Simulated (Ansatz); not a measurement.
# Worked example: self-consistent single point of RbH3O2 (Cmc2_1, 12 atoms in the cell) in Ansatz

Method of the run: r2SCAN, default PAW files made with PBE (plane waves; Ansatz, an electronic-structure program).

Input as run:

Ansatz 0.2 input:
```yaml
crystal:
  lattice:
    - [2.110520, -5.437285, 0.000000]
    - [2.110520, 5.437285, 0.000000]
    - [0.000000, 0.000000, 5.939790]
  atoms:
    - { symbol: Rb, position: [0.153680, 0.846320, 0.264620] }
    - { symbol: Rb, position: [0.846320, 0.153680, 0.764620] }
    - { symbol: H, position: [0.510390, 0.489610, 0.021600] }
    - { symbol: H, position: [0.489610, 0.510390, 0.521600] }
    - { symbol: H, position: [0.085110, 0.300910, 0.299450] }
    - { symbol: H, position: [0.914890, 0.699090, 0.799450] }
    - { symbol: H, position: [0.699090, 0.914890, 0.299450] }
    - { symbol: H, position: [0.300910, 0.085110, 0.799450] }
    - { symbol: O, position: [0.158610, 0.841390, 0.755430] }
    - { symbol: O, position: [0.841390, 0.158610, 0.255430] }
    - { symbol: O, position: [0.533400, 0.466600, 0.863560] }
    - { symbol: O, position: [0.466600, 0.533400, 0.363560] }
basis:
  ecutwfc: 500.0 eV
kpoints:
  mp_grid: { grid: [4, 4, 3] }
hamiltonian:
  xc: r2scan
  pseudopotentials: { kind: paw }
scf:
  occupations: { method: fixed }
output:
  forces: true
  eigenvalues: true
  stress: true
```

The program printed (abridged):

```
WARN ansatz: RAYON_NUM_THREADS=1 ignored (pool sized by the plan → 1); use --threads N
Pseudopotentials: kind: paw
Pseudopotential: Rb, paw, valence charge 9
Pseudopotential: H, paw, valence charge 1
Pseudopotential: O, paw, valence charge 6
Crystal: 12 atoms, lattice volume = 136.324 Å³
Basis set: ecut = 500 eV, 3469 PW (Γ), exchange–correlation on 180×180×180 points (64 copies of the dense FFT grid, shifted against one another)
Bands: 36, of which v1, the nominal top of the filled ones, is band 24 counted from 1 (23 counted from 0)
Symmetry: 4 space group operations
Space group: Cmc21 (ITA 36), of the structure as read, at distance tolerance 5.1e-5 Å
k-points: 14 of 48 (time reversal used)
PAW frozen core: Rb, regenerated for the run's functional
PAW frozen core: O, regenerated for the run's functional
Initial density: superposition of atomic densities (neutral atoms: chi_scale 0, normalization atom), corrected by the library's trained network
Initial wavefunctions: pseudopotential atomic-orbital guess
Eigensolver: davidson
Functional: x = r2scan, c = r2scan; τ floored in thin density (d = 2e-4 eV/Å³)
SCF iter   1: F=—  HF=-8931.141257 eV  |F-HF|=—  |Δ(HF+E_count)|=         —  Δρ=5.59e-3  dr2=2.96e-2  dr2_τ=4.58e-1  ethr=1.77e-3  ⟨swp⟩=5.0  Hψ=2061  notcnv=0  defer=122
all-band conjugate gradients solve this SCF's bands
preconditioner: auto → Resta (q_TF=auto, 2.293 Å⁻¹)
SCF iter   2: F=—  HF=-8931.097485 eV  |F-HF|=—  |Δ(HF+E_count)|=   4.38e-2  Δρ=3.27e-3  dr2=5.59e-3  dr2_τ=1.03e-3  ethr=6.17e-5  ⟨swp⟩=3.0  Hψ=1005  notcnv=0  defer=140
SCF iter   3: F=—  HF=-8931.096480 eV  |F-HF|=—  |Δ(HF+E_count)|=   1.01e-3  Δρ=8.61e-4  dr2=7.40e-4  dr2_τ=1.30e-4  ethr=1.17e-5  ⟨swp⟩=3.1  Hψ=788  notcnv=0  defer=140
SCF iter   4: F=—  HF=-8931.096564 eV  |F-HF|=—  |Δ(HF+E_count)|=   8.43e-5  Δρ=1.90e-4  dr2=3.07e-5  dr2_τ=3.66e-6  ethr=1.54e-6  ⟨swp⟩=2.0  Hψ=619  notcnv=0  defer=140
SCF iter   5: F=—  HF=-8931.096507 eV  |F-HF|=—  |Δ(HF+E_count)|=   5.73e-5  Δρ=9.77e-5  dr2=1.02e-5  dr2_τ=1.24e-6  ethr=6.40e-8  ⟨swp⟩=2.1  Hψ=764  notcnv=0  defer=128
SCF iter   6: F=—  HF=-8931.096506 eV  |F-HF|=—  |Δ(HF+E_count)|=   9.38e-7  Δρ=2.79e-5  dr2=7.15e-7  dr2_τ=1.54e-7  ethr=2.12e-8  ⟨swp⟩=2.0  Hψ=703  notcnv=0  defer=128
SCF iter   7: F=-8931.096506 eV  HF=-8931.096506 eV  |F-HF|=4.24e-8  |Δ(HF+E_count)|=   2.70e-7  Δρ=7.26e-6  dr2=4.44e-8  dr2_τ=5.56e-9  ethr=2.08e-10  ⟨swp⟩=16.6  Hψ=3726  notcnv=0
SCF 1 converged in 7 iterations: F = -8931.096506 eV  dr2 = 4.44e-8
SCF converged after 7 iterations
Free energy (F): -8931.096506 eV
Harris-Foulkes:  -8931.096506 eV  (|F-HF|=4.24e-8)
Internal energy: -8931.096506 eV  (E = F + TS)
E sigma→0 (E₀):  -8931.096506 eV
Fermi energy:    1.798998 eV
--- Per-component energies (eV) ---
  E_band       = -328.919476
  E_kinetic    = 1179.348471
  E_local      = -2863.847967  (includes V_loc(G=0)·N_el)
  E_nonlocal   = 544.527559
  E_hartree    = 898.372928
  E_xc         = -599.044803
  E_vxc        = -807.424443  (∫ρ·V_xc dr)
  E_paw        = -5914.125368  (= ΣΔE_a)
  E_vpaw       = -228.729933  (= ΣTr[D̂ρ^β])
  E_aug_tail   = 0.001550  (compensation charges beyond the density's cutoff)
  E_vtau       = 50.462707  (kinetic-family band-sum trace: ∫τ·v_τ [+ j·A + Jᵃ·Aᵃ] dr)
  E_ewald      = -2175.907259
  E_core_change = -0.421618  (= ΣΔE_core)
  E_smearing   = -0.000000  (= −TS)
  E_closure    = 0.000000  (closes the sum)
  Σ components = -8931.096506   (vs F -8931.096506, Δ=0.00e0)
--- Forces (eV/Å), atoms counted from 1 ---
  atom   1  Rb     0.00000000     0.00515600    -0.00644060
  atom   2  Rb     0.00000000    -0.00515600    -0.00644060
  atom   3  H      0.00000000    -0.04649513    -0.14768453
  atom   4  H      0.00000000     0.04649513    -0.14768453
  atom   5  H     -0.08769563     0.02616433    -0.00933066
  atom   6  H      0.08769563    -0.02616433    -0.00933066
  atom   7  H      0.08769563     0.02616433    -0.00933066
  atom   8  H     -0.08769563    -0.02616433    -0.00933066
  atom   9  O      0.00000000     0.03217578     0.00934222
  atom  10  O      0.00000000    -0.03217578     0.00934222
  atom  11  O      0.00000000     0.06339375     0.16314878
  atom  12  O      0.00000000    -0.06339375     0.16314878
  max |Σ_I F_I| component: 5.91e-4 eV/Å
--- Stress (GPa, compression-positive) ---
        0.097187       0.000000       0.000000
        0.000000       0.149121       0.000000
        0.000000       0.000000      -0.049606
  P = ⅓ Tr σ = 0.0656 GPa (0.656 kbar)
  The stress holds the Pulay correction. Without it, at fixed plane waves, as pw.x and ABINIT print it: P = -0.0225 GPa
--- Band table (eV; the first three rows and the last of 14) ---
  k-point 0: bands = ["-23.3910", "-23.3338", "-17.6836", "-17.6335", "-15.8174", "-15.4958", "-7.2106", "-7.1002", "-6.9206", "-6.8892", "-6.8534", "-6.7590", "-4.8605", "-4.7263", "-3.5310", "-1.9807", "-1.1298", "-0.5475", "0.7645", "0.8412", [...]
  k-point 1: bands = ["-23.3749", "-23.3462", "-17.6819", "-17.6574", "-15.7418", "-15.5808", "-7.0672", "-7.0602", "-6.9302", "-6.8478", "-6.8273", "-6.7819", "-4.8456", "-4.7777", "-3.1241", "-2.3352", "-1.1470", "-0.8967", "0.5758", "0.6143", [...]
  k-point 2: bands = ["-23.3718", "-23.3315", "-17.5798", "-17.5443", "-15.9795", "-15.6180", "-7.1960", "-7.1590", "-7.0925", "-6.8919", "-6.8827", "-6.8598", "-4.9471", "-4.6820", "-2.9978", "-1.8692", "-1.3074", "-0.6573", "0.7976", "0.8242", [...]
  k-point 13: bands = ["-23.3639", "-23.3492", "-17.7120", "-17.6720", "-15.7376", "-15.5750", "-7.0256", "-6.9857", "-6.9391", "-6.8560", "-6.8189", "-6.8149", "-4.7149", "-4.6609", "-3.1324", "-2.3164", "-1.1293", "-0.9665", "0.4729", "0.4740", [...]
```

The run converged in 7 iterations.

The starting cell comes from a database of computed structures (which also holds hypothetical and non-ambient phases and stackings), without a prior relaxation at this level. Ansatz's pressure includes its estimate of the finite-basis (Pulay) stress.
